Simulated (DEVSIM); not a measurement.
System: abrupt GaAs p-n junction, at 400 K.

Layer 1 from the left is GaAs, thickness (μm) 57.0, Na (cm⁻³) 2.7e15, τn (s) 6.6e-8, τp (s) 6.6e-8. Layer 2 from the left is GaAs, thickness (μm) 200, Nd (cm⁻³) 5.8e16, τn (s) 6.6e-8, τp (s) 6.6e-8.

Left contact: ohmic. Right contact: ohmic. Voltage is applied to the left contact. Recombination: SRH at mid-gap, radiative, Auger. Mobility is μmin + (μ − μmin)/(1 + (N/Nref)^α).

Constants are typed, rounded textbook-type inputs, not results; the design itself was drawn at random and stands for no fabricated device. Values at 300 K; Nc and Nv go as T^1.5, mobilities as T to minus their exponent, the gap by Varshni's rule with the affinity fixed.

GaAs: gap (eV) 1.424, affinity (eV) 4.07, permittivity 12.9, Nc (cm⁻³) 4.7e17, Nv (cm⁻³) 9e18, μn (cm²/Vs) 8500, μp (cm²/Vs) 400, μn,min 500, μp,min 20, Nref,n 6e16, Nref,p 1.5e17, αn 0.39, αp 0.38, T exponent of μn 2.1, T exponent of μp 2.2, B (cm³/s) 2e-10, Cn (cm⁶/s) 1e-30, Cp (cm⁶/s) 1e-30, Varshni α (eV/K) 0.000541, Varshni β (K) 204.

Model (solved in DEVSIM): 1D drift-diffusion, Boltzmann statistics, complete ionisation; no tunnelling, impact ionisation, image-force lowering or self-heating.

Dark forward current:

```
|V| (V)  |J| (A/cm²)
-------  -----------
0.05        6.387e-8
0.10        1.908e-7
0.15        4.610e-7
0.20        1.056e-6
0.25        2.411e-6
0.30        5.644e-6
0.35        1.392e-5
0.40        3.724e-5
0.45       0.0001105
0.50       0.0003650
0.55        0.001321
0.60        0.005088
0.65         0.02019
0.70         0.07858
0.75          0.2721
0.80          0.7494
0.85           1.627
0.90           2.974
0.95           4.856
1.00           7.334
1.05           10.46
1.10           14.30
1.15           18.87
1.20           24.22
1.25           30.37
1.30           37.35
```

### Question
Work out the local ideality factor n = ΔV / (kT/q · ln(J2/J1)) between the rows 0.15 and 0.20 V, 0.60 and 0.65 V, 1.25 and 1.30 V.

### Answer
kT/q = 34.47 mV. From 0.15 to 0.20 V: ln(1.056e-6/4.610e-7) = 0.829, n = 1.75. From 0.60 to 0.65 V: ln(0.02019/0.005088) = 1.378, n = 1.05, near the 1 of diffusion or emission over a barrier. From 1.25 to 1.30 V: ln(37.35/30.37) = 0.207, n = 7.01.

### Question
Estimate the current at 0.60 V from the Shockley equation with J0 = Σ q ni² D/(N L) coth(W/L), τ joining the SRH, radiative and Auger lifetimes that are on, and W taken as the whole layer.

### Answer
ni² = 4.45e19 cm⁻⁶; electrons in the p layer: μ = 3640 cm²/Vs, D = 126 cm²/s, τ = 6.37e-8 s, L = 28.3 μm, W/L = 2.0, term 1.21e-10 A/cm²; holes in the n layer: μ = 130 cm²/Vs, D = 4.47 cm²/s, τ = 3.74e-8 s, L = 4.09 μm, W/L = 49, term 1.34e-12 A/cm². J0 = 1.23e-10 A/cm², and J = J0 exp(qV/kT) = 0.00445 A/cm². The simulation gives 0.00509 A/cm²; the estimate lies 12 % below. The estimate leaves out recombination in the depletion region and that region's share of W.
